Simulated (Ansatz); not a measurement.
The reference is GaSb in the zinc blende structure (space group F-43m, No. 216; a = 6.2134 Å). Axes: x, y, z lie along the cube axes.

Computed with PBE, PAW, 420 eV (Ansatz, a program for electronic structure; no spin-orbit coupling).

Perturbation: the cell is scaled by 1.0100 in all directions, atoms relaxed at fixed cell.

Task: Predict the stress tensor and what it implies for the stiffness.

Result: Stress of the strained cell less that of the base (GPa, compression positive):
```
   -1.2     0.0     0.0
    0.0    -1.2     0.0
    0.0     0.0    -1.2
```

Then B = −ΔP/(ΔV/V₀) with ΔV/V₀ = 0.0303 gives secant stiffness values (nonlinear terms included at this strain): B ≈ 41 GPa.

Stability against distortions was not tested. All final runs are without spin polarisation.
